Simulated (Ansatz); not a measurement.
Start from C in the diamond structure (space group Fd-3m, No. 227).

```
CELL_PARAMETERS angstrom
      0.00000     1.78014     1.78014
      1.78014     0.00000     1.78014
      1.78014     1.78014     0.00000
ATOMIC_POSITIONS crystal
  C  0.00000 0.00000 0.00000
  C  0.25000 0.25000 0.25000
```

Cartesian axes are those of the cell as printed.

Method: plane-wave PAW DFT at the r2SCAN level (Ansatz, a first-principles code, 500 eV), spin-orbit coupling left out.

Strains are applied to the cell and any free atomic positions relax; under biaxial strain the out-of-plane vector relaxes too.

One change was made to it. Results:

| quantity | base | after |
|---|---|---|
| band gap | 4.36 eV | 4.22 eV |
| energy relative to the base (free energy F) | 0 meV/atom | +27 meV/atom |

### Question
What was done to the base?
(A) biaxial strain +2.50 %, plane normal [111], relaxed out of plane
(B) biaxial strain +1.25 %, plane normal [111], relaxed out of plane
(C) biaxial strain +1.67 %, plane normal [111], relaxed out of plane

### Answer
A, biaxial strain +2.50 %, plane normal [111], relaxed out of plane. For comparison, the band gap in the other runs: biaxial strain +1.67 %, plane normal [111], relaxed out of plane gives 4.27 eV; biaxial strain +1.25 %, plane normal [111], relaxed out of plane gives 4.30 eV.

No phonon test of stability was made.
